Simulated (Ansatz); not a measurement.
The starting structures come from a database of crystals and need not be the phases stable at ambient conditions.

Data:

```
CrPb2O5
1.0
    5.70622     0.00000     0.00000
    2.85311     6.98789     0.00000
    0.00000     2.97130     6.50554
Cr Pb O
2 4 10
Cartesian
  5.70622   4.88096   5.46823
  2.85311   5.07824   1.03731
  5.70622   9.00616   4.98071
  2.85311   0.95304   1.52483
  5.70622   3.15356   2.53163
  2.85311   6.80563   3.97391
  1.43945   1.48565   3.25277
  4.26677   1.48565   3.25277
  4.18237   5.73037   1.76287
  4.37696   4.22883   4.74267
  1.32926   4.22883   4.74267
  7.23007   5.73037   1.76287
  2.85311   8.36082   5.91230
  5.70622   1.59837   0.59324
  5.70622   6.51465   5.20918
  2.85311   3.44455   1.29636
```

Space group of this cell: C2/m. The cell is taken as given; by r2SCAN its mean pressure is -0.9 GPa.

Transport runs along the normal of the first two printed cell vectors.

The gap is the functional's own, uncorrected, and κ follows it; spin-orbit coupling is left out. Mid-gap values are interpolated between the computed energies.

Q: Predict the band gap and the smallest decay constant κ at mid-gap from Ansatz (a first-principles code) with r2SCAN.

A: Gap 1.83 eV on a 6×6×6 mesh; κ = 0.343 1/Å, at (0.000, 0.500) of the in-plane reciprocal vectors. At the zone centre, at the nearest computed energy, the slowest state has κ = 0.39 1/Å.
